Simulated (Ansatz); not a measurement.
The parent structure is SnSe in the GeS type structure (space group Pnma, No. 62; a = 11.230 Å, b = 4.112 Å, c = 4.237 Å). Axes: x, y, z lie along a, b, c of the conventional cell.

Modification: biaxial strain −0.72 %, plane normal [001], relaxed out of plane (Cartesian); in-plane vectors clamped, the third vector and the atoms free.

Levels (all Ansatz, an electronic-structure program, PAW): PBEsol-D3(BJ) (420 eV, spin-orbit coupling left out); PBEsol+SOC (420 eV, noncollinear with spin-orbit coupling).

The geometry is relaxed with PBEsol-D3(BJ).

| Property | Value |
|---|---|
| PBEsol-D3(BJ) band gap | 0.23 eV |
| PBEsol-D3(BJ) gap character | indirect, Γ–Z (83 % along) → Γ–Z (17 % along) |
| PBEsol-D3(BJ) smallest direct gap | 0.60 eV |

### Question
Predict the band gap, gap character and smallest direct gap from PBEsol+SOC.

### Answer
The band gap falls by 0.027 eV, from 0.23 eV to 0.21 eV; the gap character stays indirect, Γ–Z (83 % along) → Γ–Z (17 % along); the smallest direct gap is nearly the same (0.60 eV against 0.61 eV).

Single points use the geometry relaxed with PBEsol-D3(BJ). Differences between runs with and without spin-orbit coupling are approximate. Stability against distortions was not tested. The D3 term's C6 switches between coordination references near this geometry, which can add small steps to energies. A zero or small gap of SnSe can be the functional's error rather than a property of the material.
